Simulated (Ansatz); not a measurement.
Be3Rh (model structure, started from the Cu3Au type, Pm-3m, No. 221, 4 atoms in the cell), treated with LDA (PAW; Ansatz, a program for electronic structure).

Run with plane-wave cutoff 520 eV, 16×16×16 k mesh, Fermi–Dirac smearing 0.05 eV, no spin polarisation, scalar-relativistic PAW data made under PBE.

Cell (relaxed at this level):

Be₃Rh has the cubic space group Pm-3m (No. 221), the Cu3Au type structure, Pearson symbol cP4. Cell: a = 3.318 Å, b = 3.318 Å, c = 3.318 Å, α = 90.00°, β = 90.00°, γ = 90.00°. Be on 3c sees 8 Be at 2.346 Å and 4 Rh at 2.346 Å (cuboctahedral). Rh on 1a sees 12 Be at 2.346 Å and 6 Rh at 3.318 Å. (Neighbours: up to the widest gap in distance over summed covalent radii, below 1.35, at either atom.)

**Question.** Estimate the bulk modulus B0 that the calculation returns.

**Answer.** 
* **bulk modulus B0**: 186 GPa

Note: the run has no spin polarisation, so it can have missed a magnetic state; the bulk modulus is −V dP/dV from two relaxed cells at ±2 % in volume; the relaxation could raise the start's symmetry but not lower it, so the cell can be a saddle point.

It cost roughly 27 core-seconds of CPU time.

A model structure was made by putting elements into a prototype or built by hand; it is no filed structure, need not be a known phase, and can be a saddle point held by its symmetry.
